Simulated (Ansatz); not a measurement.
System: CsCl-type TiCo. Method: PBEsol in Ansatz (plane waves, PAW).

Settings: plane-wave cutoff 520 eV, 16×16×16 k mesh, Fermi–Dirac smearing 0.1 eV, perturbation theory, force constants from a 4×4×4 q mesh, no spin polarisation, scalar-relativistic PAW data made under PBE.

Computed at the level's own relaxed cell. Harmonic vibrational thermodynamics at fixed volume:

| T (K) | S_vib (J/K per mol of atoms) | C_V (J/K per mol of atoms) | F_vib (eV/atom) |
|---|---|---|---|
| 0 | 0.00 | 0.00 | 0.0324 |
| 300 | 32.46 | 23.35 | -0.0182 |
| 400 | 39.28 | 24.02 | -0.0555 |
| 500 | 44.68 | 24.35 | -0.0991 |
| 700 | 52.92 | 24.63 | -0.2008 |
| 800 | 56.22 | 24.71 | -0.2573 |
| 1000 | 61.74 | 24.79 | -0.3798 |

The crystal is taken as a harmonic solid at every temperature: melting, phase changes and thermal expansion are not seen, nor the electrons' share in a metal.

Ansatz is a first-principles code.
